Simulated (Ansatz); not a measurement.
TiRh (P4/mmm, No. 123)

The numbers are results of r²SCAN in Ansatz (PAW), not measurements.

Settings: plane-wave cutoff 560 eV, 18×18×16 k mesh (along the axes of the cell as run), Fermi–Dirac smearing 0.05 eV, no spin polarisation, scalar-relativistic PAW data made under PBE.

Cell: relaxed at this level.

For TiRh (P4/mmm, No. 123), the band gap is zero (no gap) and the lattice constant a is 2.945 Å. The c axis length is 3.396 Å and the bulk modulus is 206 GPa.

Note: the bulk modulus is −V dP/dV from two relaxed cells at ±2 % in volume.

Spin–orbit coupling is not included.

Computed values are for the static lattice.

The result took around 5 core-minutes (rough).

Ansatz is an electronic-structure program.
